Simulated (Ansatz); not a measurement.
## A computed series for Na2S: response to strain

Consider Na2S in the anti-fluorite structure (space group Fm-3m, No. 225).

```
Na2S
1.0
    0.00000     3.25070     3.25070
    3.25070     0.00000     3.25070
    3.25070     3.25070     0.00000
Na S
2 1
Direct
  0.25000   0.25000   0.25000
  0.75000   0.75000   0.75000
  0.00000   0.00000   0.00000
```

Cartesian axes are those of the cell as printed.

Strains are applied to the cell and any free atomic positions relax; under biaxial strain the out-of-plane vector relaxes too.

All numbers come from PBEsol/PAW in Ansatz (a program for electronic structure), no SOC.

Candidates:
(a) biaxial strain +1.00 %, plane normal [001], relaxed out of plane
(b) biaxial strain −0.50 %, plane normal [001], relaxed out of plane
(c) biaxial strain +2.00 %, plane normal [001], relaxed out of plane
(d) biaxial strain −1.50 %, plane normal [001], relaxed out of plane

Notes on the quantities. energy relative to the base: free energy F.

Task: Order them by energy relative to the base, highest first.

Result: (c) biaxial strain +2.00 %, plane normal [001], relaxed out of plane (+3.4 meV/atom), (d) biaxial strain −1.50 %, plane normal [001], relaxed out of plane (+2.1 meV/atom), (a) biaxial strain +1.00 %, plane normal [001], relaxed out of plane (+0.9 meV/atom), (b) biaxial strain −0.50 %, plane normal [001], relaxed out of plane (+0.2 meV/atom)

Whether these cells are dynamically stable was not tested.
